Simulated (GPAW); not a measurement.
Input and output of a self-consistent single point for HfBRh3 (Pm-3m, 5 atoms in the cell) (GPAW).

Method of the run: LDA (Perdew-Wang 92), GPAW PAW datasets LDA (gpaw-data 1.0.1) (plane waves; GPAW).

```yaml
crystal:
  lattice:
    - [4.09526, 0.00000, 0.00000]
    - [0.00000, 4.09526, 0.00000]
    - [0.00000, 0.00000, 4.09526]
  atoms:
    - { symbol: Hf, position: [0.00000, 0.00000, 0.00000] }
    - { symbol: B, position: [0.50000, 0.50000, 0.50000] }
    - { symbol: Rh, position: [0.00000, 0.50000, 0.50000] }
    - { symbol: Rh, position: [0.50000, 0.00000, 0.50000] }
    - { symbol: Rh, position: [0.50000, 0.50000, 0.00000] }
```

Reference input (self-consistent single point, DFT PBEsol, plane waves, GPAW PAW datasets PBEsol (made by gpaw-setup)): mode = pw; ecut = 900 eV; xc = PBEsol; kpts = 6 6 6; mesh shift (steps) = 0 0 0; occupations.name = methfessel-paxton; occupations.width = 0.05 eV; occupations.order = 0; nbands = -13; convergence.forces = 0.001 eV/Å; symmetry.symmorphic = false; symmetry.tolerance = 0.0005. This run's input differs from it in these lines:

```diff
@@ -16,3 +16,3 @@
 calc = GPAW(mode=PW(900),
-            xc='PBEsol',
+            xc='LDA',
             kpts={'size': (6, 6, 6), 'gamma': True},
```

Its files differ too (potentials: GPAW PAW datasets LDA (gpaw-data 1.0.1)).

The program printed (abridged):

```
     iter     time        total  log10-change:
                         energy   eigst   dens  force
iter:   1 --:--:--   -49.403042
iter:   2 --:--:--   -48.597518   -1.25  -1.28
iter:   3 --:--:--   -46.154860   -1.02  -1.31
iter:   4 --:--:--   -46.131012   -2.54  -1.76
iter:   5 --:--:--   -46.031038   -2.31  -1.74
iter:   6 --:--:--   -45.897656   -2.33  -1.86
iter:   7 --:--:--   -45.898634   -2.58  -2.18
iter:   8 --:--:--   -45.905968c  -3.37  -2.36
iter:   9 --:--:--   -45.875419   -2.96  -2.30
iter:  10 --:--:--   -45.875389   -4.25  -3.29
iter:  11 --:--:--   -45.875427c  -5.36  -3.61
iter:  12 --:--:--   -45.875406c  -6.02  -3.60
iter:  13 --:--:--   -45.875323c  -5.46  -3.62
iter:  14 --:--:--   -45.875292c  -5.64  -3.58
iter:  15 --:--:--   -45.875259c  -6.17  -3.72
iter:  16 --:--:--   -45.875222c  -6.16  -3.82
iter:  17 --:--:--   -45.875210c  -6.72  -3.88
iter:  18 --:--:--   -45.875206c  -6.77  -4.11c
iter:  19 --:--:--   -45.875201c  -7.03  -4.25c
iter:  20 --:--:--   -45.875201c  -7.99c -4.77c
iter:  21 --:--:--   -45.875201c  -8.41c -4.76c -28.84c
Converged after 21 iterations.

Dipole moment: (0.000000, 0.000000, 0.000000) |e|*Ang

Energy contributions relative to reference atoms: (reference = -800331.333473)

Kinetic:         +4.765016
Potential:      -11.399682
External:        +0.000000
XC:             -38.374913
Entropy (-ST):   -0.000672
Local:           -0.865286
SIC:             +0.000000
--------------------------
Free energy:    -45.875537
Extrapolated:   -45.875201

Showing only first 2 kpts
 Kpt  Band  Eigenvalues  Occupancy
  0    28     11.18743    1.93582
  0    29     11.19464    1.90050
  0    30     11.19464    1.90050
  0    31     11.19464    1.90050

  1    28     10.96837    2.00000
  1    29     11.19522    1.89705
  1    30     11.84015    0.00000
  1    31     11.84015    0.00000

Fermi level: 11.25288

No gap
No difference between direct/indirect transitions
Energy (eV): -45.875201

Forces in eV/Ang:
  0 Hf    0.00000    0.00000    0.00000
  1 B     0.00000    0.00000    0.00000
  2 Rh    0.00000    0.00000    0.00000
  3 Rh    0.00000    0.00000    0.00000
  4 Rh    0.00000    0.00000    0.00000

Stress tensor:
     0.046688     0.000000     0.000000
     0.000000     0.046688     0.000000
     0.000000     0.000000     0.046688
Stress (GPa, Voigt): [7.4803 7.4803 7.4803 0.     0.     0.    ]
```

The run converged in 21 iterations. GPAW prints stress with tension positive. 

At such cutoffs GPAW's stress carries a finite-basis (Pulay) error, which enters relaxed cells too; its log prints stress with tension positive.

The starting cell comes from a database of computed structures (which also holds hypothetical and non-ambient phases and stackings), without a prior relaxation at this level. Spin polarisation is off.

Cost on one core of a shared machine: roughly 70 s.
